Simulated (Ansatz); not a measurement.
Abridged Ansatz (a first-principles code) output:

```
Relaxation: its limit of steps is 50 (relax.max_steps)
Pseudopotential: Mg, paw, valence charge 10
Pseudopotential: O, paw, valence charge 6
Crystal: 2 atoms, lattice volume = 18.122 Å³
Basis set: ecut = 420 eV, 339 PW (Γ), exchange–correlation on 40×40×40 points (8 copies of the dense FFT grid, shifted against one another)
Bands: 12, of which v1, the nominal top of the filled ones, is band 8 counted from 1 (7 counted from 0)
Symmetry: 16 space group operations
k-points: 244 of 2744
Functional: x = slater, c = lda
SCF iter   1: F=—  HF=-2460.082095 eV  |F-HF|=—  |Δ(HF+E_count)|=         —  Δρ=1.78e-2  dr2=4.56e-2  ethr=1.77e-3  ⟨swp⟩=5.6  Hψ=17057  notcnv=0
SCF iter   2: F=—  HF=-2460.066365 eV  |F-HF|=—  |Δ(HF+E_count)|=   1.57e-2  Δρ=5.46e-3  dr2=5.01e-3  ethr=2.85e-4  ⟨swp⟩=2.0  Hψ=5846  notcnv=0
SCF 1 converged in 6 iterations: F = -2460.064567 eV  dr2 = 1.05e-10
relax step   1: F+E_penalty+E_count = -2460.06456731 eV  Δ(F+E_penalty+E_count) = +0.000e0 eV  max|allowed force component| = 7.889e-30 eV/Å  Δτ_max = 0.0000 Å  P = -1.260 GPa  Ω = 18.122 Å³  fix = [a, b, gamma]  reactions: a -1.818, b -1.818 GPa  (6 SCF iters, dr2 threshold 1.00e-7 eV, accepted)
[... steps on the carried basis left out ...]
relax step   3: F+E_penalty+E_count = -2460.06461034 eV  Δ(F+E_penalty+E_count) = -3.047e-5 eV  max|allowed force component| = 3.180e-30 eV/Å  Δτ_max = 0.0000 Å  P = -1.184 GPa  Ω = 18.114 Å³  energy of the carried Pulay correction = +3.968e-5 eV  fix = [a, b, gamma]  reactions: a -1.777, b -1.777 GPa  (7 SCF iters, dr2 threshold 2.70e-8 eV, accepted)
Crystal: 2 atoms, lattice volume = 18.114 Å³
SCF iter   1: F=—  HF=-2460.064573 eV  |F-HF|=—  |Δ(HF+E_count)|=         —  Δρ=5.34e-6  dr2=6.57e-10  ethr=6.10e-8  ⟨swp⟩=2.9  Hψ=24585  notcnv=0
SCF iter   2: F=—  HF=-2460.064574 eV  |F-HF|=—  |Δ(HF+E_count)|=   7.15e-7  Δρ=2.56e-6  dr2=1.41e-10  ethr=4.11e-12  ⟨swp⟩=3.2  Hψ=6178  notcnv=0
SCF 4 converged in 8 iterations: F = -2460.064574 eV  dr2 = 9.78e-19
SCF converged after 8 iterations
Free energy (F): -2460.064574 eV
Internal energy: -2460.064574 eV  (E = F + TS)
E sigma→0 (E₀):  -2460.064574 eV
Fermi energy:    10.705972 eV
--- Forces (eV/Å), atoms counted from 1 ---
  atom   1  Mg     0.00000000     0.00000000     0.00000000
  atom   2  O      0.00000000     0.00000000     0.00000000
--- Stress (GPa, compression-positive) ---
       -1.778929      -0.000000      -0.000000
       -0.000000      -1.778929       0.000000
       -0.000000       0.000000      -0.006659
  P = ⅓ Tr σ = -1.1882 GPa (-11.882 kbar)
--- Relaxed structure (3 steps of the walk, 3 accepted, 1 SCFs on fresh bases) ---
  cell:  # Å, volume = 18.1144 Å³
    - [2.9556791655, 2.1464570597753096e-22, 3.5621180551821536e-11]
    - [2.146457049075156e-22, 2.9556791655, -3.562118046303668e-11]
    - [1.4778395827250104, -1.4778395827250104, 2.0735269373453273]
  atoms:
    - { symbol: Mg, position: [-5.294931816919591e-38, -1.6976661260953604e-37, -8.500073289666786e-38] }
    - { symbol: O, position: [0.5, 0.5, -1.136183279910676e-27] }
```

Q: What was computed, and what are the main results?

A: MgO, 2 atoms in the cell, with LDA (Ansatz), no spin-orbit coupling. The last SCF converged to F = -2460.064574 eV, or -1230.0323 eV per atom, at a pressure of -1.19 GPa. The total energy compares only with runs of the same code, potentials and settings.

The cells carry an imposed strain or load. Whether these cells are dynamically stable was not tested. The cell was made from MgO in the rock salt structure (space group Fm-3m, No. 225) by this change: biaxial strain +0.50 %, plane normal [001], relaxed out of plane.

Keys are those of Ansatz 0.2.
